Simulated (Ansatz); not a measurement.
The starting structures come from a database of crystals and need not be the phases stable at ambient conditions.

**Evanescent states of CdBr₂ (P6_3mc, not sure to be the ambient phase, 6 atoms a cell, 29.0 Å³ an atom) along the normal of (001)**

All values below come from r2SCAN (plane waves, PAW; Ansatz, a first-principles code).

The gap is the functional's own, uncorrected, and κ follows it; spin-orbit coupling is left out. Mid-gap values are interpolated between the computed energies.

Energies count from the valence-band top; κ is the least over a 12×12 mesh across the current.

```tsv
E (eV)	κ (1/Å)	where
0.09	0.125	Γ
0.26	0.163	Γ
0.42	0.189	Γ
0.59	0.209	Γ
0.77	0.224	Γ
0.94	0.236	Γ
1.10	0.245	Γ
1.27	0.251	Γ
1.45	0.254	Γ
1.61	0.256	Γ
1.78	0.255	Γ
1.96	0.252	Γ
2.12	0.247	Γ
2.29	0.240	Γ
2.46	0.229	Γ
2.63	0.216	Γ
2.81	0.198	Γ
2.98	0.176	Γ
3.15	0.145	Γ
3.31	0.098	Γ
```

### Question
How thick must the barrier be to attenuate the transmission by 10^8 when the electrodes' Fermi level lies at 0.77 eV, and what attenuation does that film give at 1.78 eV?

### Answer
d = 8 ln 10 / (2 × 0.224) = 41.1 Å. At 1.78 eV it gives 8 × 0.255/0.224 = 9.1 decades.
